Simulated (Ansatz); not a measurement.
Hexagonal WC

All values below come from PBE-D4 (plane waves, PAW; Ansatz, a first-principles code).

Numerical settings: plane-wave cutoff 500 eV, 18×18×14 k mesh (along the axes of the cell as run), Fermi–Dirac smearing 0.05 eV, no spin polarisation, scalar-relativistic PAW data made under PBE.

Cell: relaxed at this level.

```yaml
volume_per_atom: 10.34 Å³/atom
equilibrium_lattice_constant_a: 2.903 Å
lattice_parameter_c: 2.833 Å
```

Measured, for comparison: lattice constant a 2.906 Å, lattice parameter c 2.837 Å (300 K, not corrected to a static lattice; as tabulated in Wikipedia's data pages). Computed (rounded) less measured: lattice constant a -0.1 %, lattice parameter c -0.1 %.

Spin–orbit coupling is not included.

Static lattice: no zero-point or thermal effects.

The result took very roughly 50 core-seconds.
